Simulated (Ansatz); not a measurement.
**SnSe (Fm-3m, No. 225, 2 atoms in the cell; start mp-2693; a measured phase of this formula has another space group)**

Computed with LDA in Ansatz (plane waves, PAW).

Run with plane-wave cutoff 520 eV, 10×10×10 k mesh, Fermi–Dirac smearing 0.01 eV, scalar-relativistic PAW data made under PBE.

Cell (relaxed at this level):

```cif
data_SeSn
_chemical_formula_sum 'Sn1 Se1'
_space_group_name_H-M_alt 'P 1'
_space_group_IT_number 1
_cell_length_a 4.16954
_cell_length_b 4.16954
_cell_length_c 4.16954
_cell_angle_alpha 60.000
_cell_angle_beta 60.000
_cell_angle_gamma 60.000
loop_
_space_group_symop_operation_xyz
  'x, y, z'
loop_
_atom_site_label
_atom_site_type_symbol
_atom_site_fract_x
_atom_site_fract_y
_atom_site_fract_z
_atom_site_occupancy
Sn1 Sn 0.00000 0.00000 0.00000 1
Se1 Se 0.50000 0.50000 0.50000 1
```

For SnSe (Fm-3m, No. 225, 2 atoms in the cell; start mp-2693; a measured phase of this formula has another space group), the band gap is 0.44 eV (on the SCF k mesh), the direct gap at Γ comes out as 6.79 eV and the bulk modulus comes out as 59.9 GPa.

Note: the relaxation could not lower the start's symmetry, so the cell can be a saddle point above a distorted one; the bulk modulus is −V dP/dV from two relaxed cells at ±2 % in volume.

Spin–orbit coupling is not included.

The result took about 16 core-seconds (a rough figure).

A start named mp-… is a Materials Project structure, which need not be a measured phase.

Ansatz is an electronic-structure program.
